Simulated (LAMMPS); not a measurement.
Molecular dynamics of Si (diamond structure), 216 atoms, at 100 K and 0 GPa, heated as the crystal.

Computed with MD with a machine-learned potential, pair style snap, file Si_Zuo_JPCA2020.snap; code LAMMPS.

```
Quantity                                                                              Value
---------------------------------------  --------------------------------------------------
state found                                            crystal; no diffusion seen in 9.0 ps
density                                                               2.2730 ± 0.0001 g/cm³
volume per atom                                                         20.5174 ± 0.0006 Å³
enthalpy per atom                                                       -5.3928 ± 0.0001 eV
first peak of g(r)                                                      2.37 Å, height 12.9
coordination number                                                4.00 (counted to 3.10 Å)
most common Si-Si-Si angle               in the 3° bin centred on 109.5° (mean of all 109°)
mean frequency of the velocity spectrum                                             9.5 THz
cost                                                 about 28 core-minutes (a rough figure)
```

Potential: file Si_Zuo_JPCA2020.snap of the LAMMPS distribution; its header cites Y. Zuo, C. Chen, X, Li, Z. Deng, Y. Chen, J. Behler, G. Csányi, A. V. Shapeev, A. P. Thompson, M. A. Wood, S. P. Ong, "Performance and Cost Assessment of Machine Learning Interatomic Potentials" J. Phys. Chem. A 124, 4, 731-745 (2020).

States go by the mean squared displacement: a species diffuses where it passes 1.5 Å², still rises and gives D over 1e-6 cm²/s; a crystal has left its structure where atoms lie 0.35 Å off their sites on average or a cubic box changes its shape by 3 %.

The ± values are statistical; the model's systematic error is not in them.
